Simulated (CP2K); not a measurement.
Worked example: self-consistent single point of SrCl2 (Fm-3m, 3 atoms in the cell) in CP2K.

Level of theory: LDA (Pade form), GPW, DZVP-MOLOPT-SR-GTH basis, GTH-PADE potentials (GTH_POTENTIALS) (CP2K 2026.2).

The change in words: lattice scaled by 0.98. Reference geometry:
```
CELL_PARAMETERS angstrom
      4.94939     0.00000     0.00000
      2.47469     4.28629     0.00000
      2.47469     1.42877     4.04116
ATOMIC_POSITIONS crystal
  Sr 0.00000 0.00000 0.00000
  Cl 0.75000 0.75000 0.75000
  Cl 0.25000 0.25000 0.25000
```

Reference input (self-consistent single point, DFT LDA (Pade form), GPW, DZVP-MOLOPT-SR-GTH basis, GTH-PADE potentials (GTH_POTENTIALS)): CUTOFF = 500 Ry; REL_CUTOFF = 60 Ry; SMEAR/METHOD = FERMI_DIRAC; ELECTRONIC_TEMPERATURE = 116.05 K; KPOINTS/SCHEME = MONKHORST-PACK 8 8 8; GAMMA_CENTERED = T; XC_FUNCTIONAL = PADE; Sr/BASIS_SET = DZVP-MOLOPT-SR-GTH; Sr/POTENTIAL = GTH-PADE-q10; Cl/BASIS_SET = DZVP-MOLOPT-SR-GTH; Cl/POTENTIAL = GTH-PADE-q7; METHOD = GPW. This run's input differs from it in these lines:

```diff
@@ -64,5 +64,5 @@
     &CELL
-      A 4.94938700 0.00000000 0.00000000
-      B 2.47469300 4.28629500 0.00000000
-      C 2.47469300 1.42876500 4.04115700
+      A 4.85039900 0.00000000 0.00000000
+      B 2.42519900 4.20056900 0.00000000
+      C 2.42519900 1.40019000 3.96033400
       PERIODIC XYZ
@@ -71,4 +71,4 @@
       Sr       0.00000000     0.00000000     0.00000000
-      Cl       7.42407975     4.28629500     3.03086775
-      Cl       2.47469325     1.42876500     1.01028925
+      Cl       7.27559775     4.20056925     2.97025050
+      Cl       2.42519925     1.40018975     0.99008350
     &END COORD
```

Log, with long lists cut:

```
 SCF WAVEFUNCTION OPTIMIZATION

  Step     Update method      Time    Convergence         Total energy    Change
     1 NoMix/Diag. 0.20E+00      -     1.87724321       -61.0244836424 -6.10E+01
     2 Broy./Diag. 0.20E+00      -     0.00812907       -60.4508462736  5.74E-01
     3 Broy./Diag. 0.20E+00      -     0.05178395       -60.6991967891 -2.48E-01
     4 Broy./Diag. 0.20E+00      -     0.00151321       -60.9967674633 -2.98E-01
     5 Broy./Diag. 0.20E+00      -     0.00300046       -60.9679929882  2.88E-02
     6 Broy./Diag. 0.20E+00      -     0.00064590       -60.9595730495  8.42E-03
   [... 6 lines left out ...]
    13 Broy./Diag. 0.20E+00      -     0.00001931       -60.9589102798 -2.35E-04
    14 Broy./Diag. 0.20E+00      -     0.00000201       -60.9589810840 -7.08E-05
    15 Broy./Diag. 0.20E+00      -     0.00000138       -60.9590084171 -2.73E-05
    16 Broy./Diag. 0.20E+00      -     0.00000006       -60.9590099985 -1.58E-06
  *** SCF run converged in    16 steps ***

  Overlap energy of the core charge distribution:               0.00000000000000
  Self energy of the core charge distribution:               -126.19728388095646
  Core Hamiltonian energy:                                     28.25354169629022
  Hartree energy:                                              47.09396589977054
  Exchange-correlation energy:                                -10.10923371356500
  Electronic entropic energy:                                  -0.00000000000000
  Fermi energy:                                                 0.11201124361921

  Total energy:                                               -60.95900999846070
  Total energy (extrapolated to T->0):                        -60.95900999846070

                     Mulliken Population Analysis

   [... lines left out ...]

 STRESS| Analytical stress tensor [bar]
 STRESS|                        x                   y                   z
 STRESS|      x       -4.65414763213E+03   2.09990458708E-02   1.48485703392E-02
 STRESS|      y        2.09990458708E-02  -4.65416600927E+03  -2.30388685641E-02
 STRESS|      z        1.48485703392E-02  -2.30388685641E-02  -4.65408888717E+03
 STRESS| 1/3 Trace                                            -4.65413417619E+03
```

The run converged in 16 iterations. Against the reference run the free energy goes down by 17.2 meV/atom, the pressure goes from -2.68 to -0.47 GPa and the gap on the mesh goes from 4.807 to 5.058 eV.

The starting cell comes from a database of computed structures (which also holds hypothetical and non-ambient phases and stackings), without a prior relaxation at this level. For this run, on top of that: lattice scaled by 0.98. Values carry the incompleteness of an atom-centred basis.
